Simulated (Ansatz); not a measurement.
We consider rutile MgH₂, described by PBE (Ansatz, an electronic-structure program, PAW).

Run with plane-wave cutoff 520 eV, 6×6×8 k mesh (along the axes of the cell as run), perturbation theory, scalar-relativistic PAW data made under PBE.

Computed at the level's own relaxed cell.

Problem. Give the computed high-frequency dielectric constant (mean over three axes) and static dielectric constant (mean over three axes).

Solution. 
- high-frequency dielectric constant (mean over three axes): 3.96
- static dielectric constant (mean over three axes): 10.4
